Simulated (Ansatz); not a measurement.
A self-consistent single point of MgPd5 (R3, 6 atoms in the cell) with Ansatz (a first-principles code).

Level of theory: PBEsol, default PAW files made with PBE (plane waves; Ansatz).

```xyz
6
Lattice="2.4150 1.3943 4.5724 -2.4150 1.3943 4.5724 0.0000 -2.7887 4.5724" Properties=species:S:1:pos:R:3 pbc="T T T"
Mg     0.0000     0.0000     0.0500
Pd    -0.8010     1.3873     6.8586
Pd    -0.8010    -1.3873     6.8586
Pd     1.6019     0.0000     6.8586
Pd     0.0000     0.0000     4.5504
Pd     0.0000     0.0000     9.1667
```

Reference input (self-consistent single point, DFT, PBEsol, plane waves, default PAW files made with PBE): basis.ecutwfc = 420 eV; kpoints.mp_grid.grid = 7 7 7; hamiltonian.xc = pbesol; hamiltonian.pseudopotentials = {kind: paw} (the program's default PAW files); scf.occupations.method = gaussian; scf.occupations.width = 0.1 eV. This run's input differs from it in these lines:

Ansatz 0.2 input:
```diff
@@ -16,3 +16,3 @@
 kpoints:
-  mp_grid: { grid: [7, 7, 7] }
+  mp_grid: { grid: [5, 5, 5] }
 hamiltonian:
@@ -21,3 +21,3 @@
 scf:
-  occupations: { method: gaussian, width: 0.1 eV }
+  occupations: { method: gaussian, width: 0.05 eV }
 output:
```

Output, abridged:

```
SCF iter   1: F=—  HF=-36447.084837 eV  |F-HF|=—  |Δ(HF+E_count)|=         —  Δρ=1.06e-2  dr2=9.95e-2  ethr=1.77e-3  ⟨swp⟩=6.0  Hψ=4967  notcnv=0  defer=13
all-band conjugate gradients solve this SCF's bands
preconditioner: auto → Kerker (q_TF=auto, 2.765 Å⁻¹)
SCF iter   2: F=—  HF=-36447.066778 eV  |F-HF|=—  |Δ(HF+E_count)|=   1.81e-2  Δρ=4.11e-3  dr2=1.60e-2  ethr=9.95e-5  ⟨swp⟩=2.0  Hψ=1691  notcnv=0  defer=106
   [... lines left out ...]
SCF iter   4: F=—  HF=-36447.063391 eV  |F-HF|=—  |Δ(HF+E_count)|=   1.05e-4  Δρ=1.98e-4  dr2=7.19e-5  ethr=7.93e-7  ⟨swp⟩=2.2  Hψ=1674  notcnv=0  defer=106
SCF iter   5: F=—  HF=-36447.063390 eV  |F-HF|=—  |Δ(HF+E_count)|=   1.43e-6  Δρ=6.26e-5  dr2=6.80e-6  ethr=7.19e-8  ⟨swp⟩=2.5  Hψ=1769  notcnv=0  defer=106
SCF iter   6: F=—  HF=-36447.063388 eV  |F-HF|=—  |Δ(HF+E_count)|=   1.86e-6  Δρ=2.06e-5  dr2=4.55e-7  ethr=6.80e-9  ⟨swp⟩=2.0  Hψ=1774  notcnv=0  defer=106
SCF iter   7: F=-36447.063388 eV  HF=-36447.063388 eV  |F-HF|=3.39e-8  |Δ(HF+E_count)|=   1.30e-7  Δρ=5.52e-6  dr2=4.32e-8  ethr=1.00e-10  ⟨swp⟩=8.3  Hψ=5249  notcnv=0
SCF 1 converged in 7 iterations: F = -36447.063388 eV  dr2 = 4.32e-8
Free energy (F): -36447.063388 eV
Internal energy: -36447.048382 eV  (E = F + TS)
E sigma→0 (E₀):  -36447.055885 eV
Entropy (-TS):   -0.015005 eV (-2.501 meV/atom)
Fermi energy:    16.782149 eV
--- Forces (eV/Å), atoms counted from 1 ---
  atom   1  Mg     0.00000000     0.00000000    -0.22675113
  atom   2  Pd     0.09178751    -0.03796358     0.08258432
  atom   3  Pd    -0.01301633     0.09847210     0.08258432
  atom   4  Pd    -0.07877117    -0.06050852     0.08258432
  atom   5  Pd     0.00000000    -0.00000000    -0.04019537
  atom   6  Pd     0.00000000    -0.00000000     0.01918836
--- Stress (GPa, compression-positive) ---
       -5.802594      -0.000000       0.000000
        0.000000      -5.802594       0.000000
        0.000000       0.000000      -6.272634
  P = ⅓ Tr σ = -5.9593 GPa (-59.593 kbar)
  The stress holds the Pulay correction. Without it, at fixed plane waves, as pw.x and ABINIT print it: P = -5.9948 GPa
```

The run converged in 7 iterations. Against the reference run the free energy goes up by 2.2 meV/atom, the pressure stays near -5.96 GPa while the zz stress (positive for compression) goes from -5.78 to -6.27 GPa and the largest force hardly changes (0.228 to 0.227 eV/Å).

The starting cell comes from a database of computed structures (which also holds hypothetical and non-ambient phases and stackings), without a prior relaxation at this level. Its lattice was rescaled by up to half a per cent. One atom was moved a little off its site on purpose. Spin polarisation is off. With a pressure of about -6 GPa the cell is away from its equilibrium volume at this level. Ansatz's pressure includes its estimate of the finite-basis (Pulay) stress.
